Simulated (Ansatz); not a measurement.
**A computed series for Pd: response to strain**

Consider Pd in the fcc (Cu type) structure (space group Fm-3m, No. 225; a = 3.9428 Å).

Strains are applied to the cell and any free atomic positions relax.

Calculations: DFT with PBE, PAW potentials and a 420 eV plane-wave cutoff in Ansatz (a first-principles code), no spin-orbit coupling.

Notes on the quantities. energy relative to the base: free energy F.

| isotropic strain (%) | energy relative to the base (meV/atom) |
|---|---|
| -5.7 | 306.0 |
| -2.55 | ? |
| 0 | 0.0 |
| 2.93 | 54.3 |
| 3.16 | 62.5 |

Question: Fit ΔE = Aε² + Bε³ (ε in %) to the rows shown and predict the withheld row.

Answer: Least squares on the printed values gives A = 7.38 and B = -0.36 meV/atom (largest residual 0.1 meV/atom); this predicts 53.9 meV/atom, and the run gives 52.8 meV/atom, 1.1 lower.

No phonon test of stability was made. All final runs are without spin polarisation. Pd lies near a magnetic instability that expansion can trigger; it was not tested.
